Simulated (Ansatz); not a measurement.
# LiAl$_{3}$ in the Cu3Au type structure (space group Pm-3m, No. 221; a cell from a computed database, its experimental status unchecked)

```cif
data_Al3Li
_chemical_formula_sum 'Li1 Al3'
_space_group_name_H-M_alt 'P 1'
_space_group_IT_number 1
_cell_length_a 4.00079
_cell_length_b 4.00079
_cell_length_c 4.00079
_cell_angle_alpha 90.000
_cell_angle_beta 90.000
_cell_angle_gamma 90.000
loop_
_space_group_symop_operation_xyz
  'x, y, z'
loop_
_atom_site_label
_atom_site_type_symbol
_atom_site_fract_x
_atom_site_fract_y
_atom_site_fract_z
_atom_site_occupancy
Li1 Li 0.00000 0.00000 0.00000 1
Al1 Al 0.50000 0.50000 0.00000 1
Al2 Al 0.00000 0.50000 0.50000 1
Al3 Al 0.50000 0.00000 0.50000 1
```

Calculations: DFT with PBEsol, PAW potentials and a 420 eV plane-wave cutoff in Ansatz (a quantum-chemistry and plane-wave program), no spin-orbit coupling. Settings: 12×12×12 k-points, 0.05 eV Fermi–Dirac smearing.

The volume per atom is 16.01 Å³ and the density is 2.28 g/cm³. The band gap comes out as zero and the total energy comes out as -444.249 eV/atom (σ→0; compares only within this code and set-up).

Whether these cells are dynamically stable was not tested.
